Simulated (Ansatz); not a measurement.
```
CELL_PARAMETERS angstrom
      5.73119    -0.00033     0.04623
     -0.00048     5.73048     0.10107
     -1.60403     1.12713    25.47201
ATOMIC_POSITIONS crystal
  B  0.83350 0.60094 0.13199
  B  0.43625 0.79810 0.13198
  B  0.63510 0.19945 0.13236
  B  0.23530 0.40010 0.13210
  B  0.03446 0.99911 0.13210
  B  0.91177 0.32478 0.06215
  B  0.51399 0.51792 0.05901
  B  0.72025 0.92105 0.05899
  B  0.32439 0.11302 0.06224
  B  0.11685 0.72003 0.05982
  B  0.86970 0.56005 0.27453
  B  0.46949 0.76008 0.27453
  B  0.66960 0.16006 0.27457
  B  0.26967 0.35997 0.27454
  B  0.06953 0.96014 0.27454
  B  0.95242 0.28002 0.20330
  B  0.55249 0.47963 0.20342
  B  0.75208 0.87989 0.20342
  B  0.35211 0.07961 0.20329
  B  0.15223 0.67982 0.20326
  B  0.90505 0.52176 0.41687
  B  0.50334 0.71947 0.41688
  B  0.70416 0.12064 0.41691
  B  0.30512 0.32142 0.41705
  B  0.10356 0.91965 0.41705
  B  0.98705 0.24037 0.34582
  B  0.58713 0.44035 0.34569
  B  0.78668 0.84035 0.34569
  B  0.38685 0.04021 0.34582
  B  0.18690 0.64032 0.34566
  B  0.02767 0.20648 0.48776
  B  0.62583 0.40184 0.48848
  B  0.81728 0.79941 0.48830
  B  0.41559 0.99577 0.48790
  B  0.22211 0.60049 0.49005
  N  0.72263 0.41095 0.09681
  N  0.32671 0.60987 0.09604
  N  0.53034 0.00764 0.09686
  N  0.12653 0.20927 0.09749
  N  0.92525 0.80909 0.09607
  N  0.60789 0.72931 0.02345
  N  0.20714 0.93330 0.02563
  N  0.40151 0.32141 0.02526
  N  0.01116 0.52599 0.02529
  N  0.81697 0.13623 0.02535
  N  0.76111 0.36990 0.23901
  N  0.36089 0.56983 0.23898
  N  0.56080 0.96994 0.23900
  N  0.16095 0.16994 0.23895
  N  0.96100 0.77003 0.23898
  N  0.64363 0.68959 0.16792
  N  0.24384 0.88907 0.16763
  N  0.44372 0.28967 0.16787
  N  0.04328 0.49037 0.16765
  N  0.84362 0.08964 0.16789
  N  0.79580 0.33094 0.38139
  N  0.39569 0.53028 0.38126
  N  0.59535 0.92997 0.38139
  N  0.19567 0.13038 0.38160
  N  0.99546 0.73067 0.38126
  N  0.67827 0.65021 0.31013
  N  0.27817 0.85027 0.31018
  N  0.47833 0.25007 0.31021
  N  0.07839 0.45008 0.31018
  N  0.87824 0.05027 0.31021
  N  0.83677 0.28220 0.52594
  N  0.43514 0.48410 0.52420
  N  0.62498 0.89867 0.52613
  N  0.22979 0.09125 0.52299
  N  0.02526 0.69817 0.52402
  N  0.71278 0.61066 0.45261
  N  0.31285 0.80760 0.45262
  N  0.51376 0.21021 0.45243
  N  0.11318 0.41399 0.45257
  N  0.91197 0.01135 0.45236
  Al 0.27664 0.81954 0.65599
  Al 0.78832 0.82672 0.65677
  Al 0.24317 0.30975 0.65661
  Al 0.72762 0.31401 0.65717
  Al 0.97632 0.97396 0.56159
  Al 0.49798 0.18819 0.56247
  Al 0.97005 0.47391 0.57608
  Al 0.51493 0.67964 0.57660
  Al 0.28118 0.77601 0.81354
  Al 0.79288 0.77262 0.81308
  Al 0.29403 0.27493 0.81400
  Al 0.79999 0.27465 0.81468
  Al 0.02739 0.05568 0.73499
  Al 0.52650 0.03734 0.73555
  Al 0.02275 0.54962 0.73330
  Al 0.52055 0.54282 0.73434
  Al 0.35256 0.78318 0.97390
  Al 0.83164 0.69264 0.97288
  Al 0.10054 0.23773 0.99116
  Al 0.59572 0.23795 0.97455
  Al 0.04425 0.99457 0.89410
  Al 0.54846 0.00536 0.88919
  Al 0.07991 0.48857 0.89360
  Al 0.56999 0.51623 0.88939
```

The first 75 atoms are the substrate (BN-zb), the rest the film (Al).

Level of theory: PBE (plane waves to 420 eV, PAW; Ansatz, a program for electronic structure). Spin–orbit coupling is left out; the runs are not spin-polarised; PBE gaps are too small against experiment. Its k-point mesh 5×5×1, Fermi–Dirac width 0.05 eV.

### Question
Describe the bonding at the interfaces and give the barriers.

### Answer
A periodic stack without vacuum, fcc Al (0 0 1) on zinc-blende BN (0 0 1) (film strained to the substrate, started from cuts of the bulks and a machine-learned relaxation; slabs B35N40 and Al24, which can lie off the formulas): substrate slab B35N40, film Al24, surface cells [[-3, -1], [-1, -2]] and [[2, 0], [2, 2]], film strained by +0.3 and +0.3 %, outermost planes N/N and Al/Al as cut, which need not be the usual terminations and can put a slab off its formula.
| Property | Value |
|---|---|
| interface area | 32.8 Å² |
| period | 25.46 Å |
| heights between the nearest atoms of the two slabs at the two interfaces | 0.90 and 0.82 Å |
| Al–N contacts across the interfaces within 1.22 times the sum of covalent radii | 22, mean 1.94 Å |
| Al–B contacts across the interfaces within 1.22 times the sum of covalent radii | 6, mean 2.28 Å |
| hole barrier (PBE, at the middle of a substrate layer that carries a field) | 0.81 eV |
| electron barrier (PBE, at the middle of a substrate layer that carries a field) | 3.65 eV |
| slope of the mean potential energy in the substrate | -1.5 MV/cm × e |
